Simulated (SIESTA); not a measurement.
Band structure of Mg2NiH4 (Imm2, 7 atoms in the cell).

```yaml
crystal:
  lattice:
    - [-2.26262, 3.16457, 2.29178]
    - [2.26262, -3.16457, 2.29178]
    - [2.26262, 3.16457, -2.29178]
  atoms:
    - { symbol: Mg, position: [0.75963, 0.50929, 0.25034] }
    - { symbol: Mg, position: [0.25895, 0.50929, 0.74966] }
    - { symbol: Ni, position: [0.03845, 0.03845, 0.00000] }
    - { symbol: H, position: [0.18065, 0.94860, 0.23205] }
    - { symbol: H, position: [0.71655, 0.94860, 0.76795] }
    - { symbol: H, position: [0.25688, 0.99543, 0.73855] }
    - { symbol: H, position: [0.25688, 0.51833, 0.26145] }
```

Method: SIESTA 5.4.2 with LDA PW92, numerical atomic orbitals TZP, PseudoDojo LDA standard norm-conserving potentials (rewritten from UPF to PSML).

Settings: XC.functional = LDA; XC.authors = PW92; potentials = PseudoDojo LDA standard; PAO.BasisSize = TZP; PAO.EnergyShift = 0.01 Ry; MeshCutoff = 300 Ry; kgrid.MonkhorstPack = 7 7 7; OccupationFunction = FD; ElectronicTemperature = 580.23 K; MaxSCFIterations = 150; SCF.Mixer.Method = Pulay; SCF.Mixer.Weight = 0.1; SCF.Mixer.History = 8; SCF.DM.Tolerance = 1.0E-05.

The starting cell comes from a database of computed structures (which also holds hypothetical and non-ambient phases and stackings), without a prior relaxation at this level. Spin polarisation is off. Values carry the incompleteness of an atom-centred basis.

Problem. Predict the gap along the standard path and the places of the band edges.

Solution. The gap along the path is 0.17 eV, from a point between Γ and X to Z; the smallest direct gap on it is 1.78 eV.

Levels in eV from the top of the valence band on the path, bands 18 to 22:
```json
[
 {"point": "Γ", "18": "-2.57", "19": "-1.96", "20": "-0.25", "21": "-0.17", "22": "3.25"},
 {"point": "X", "18": "-2.59", "19": "-2.32", "20": "-2.09", "21": "-1.54", "22": "0.92"},
 {"point": "L", "18": "-2.63", "19": "-2.35", "20": "-2.03", "21": "-1.78", "22": "1.80"},
 {"point": "T", "18": "-2.92", "19": "-2.33", "20": "-2.14", "21": "-1.54", "22": "0.40"},
 {"point": "W", "18": "-3.08", "19": "-2.20", "20": "-1.99", "21": "-1.96", "22": "1.81"},
 {"point": "R", "18": "-2.69", "19": "-2.42", "20": "-1.43", "21": "-0.77", "22": "2.10"},
 {"point": "X1", "18": "-2.59", "19": "-2.32", "20": "-2.09", "21": "-1.54", "22": "0.92"},
 {"point": "Z", "18": "-2.47", "19": "-2.37", "20": "-1.95", "21": "-1.62", "22": "0.17"},
 {"point": "Y", "18": "-2.46", "19": "-2.42", "20": "-2.10", "21": "-1.37", "22": "0.43"},
 {"point": "S", "18": "-2.56", "19": "-2.29", "20": "-1.29", "21": "-0.68", "22": "1.72"},
 {"point": "L1", "18": "-2.63", "19": "-2.35", "20": "-2.03", "21": "-1.78", "22": "1.80"},
 {"point": "Y1", "18": "-2.46", "19": "-2.42", "20": "-2.10", "21": "-1.37", "22": "0.43"}
]
```

Higher empty bands are left out: an atom-centred basis made for the valence describes them poorly.
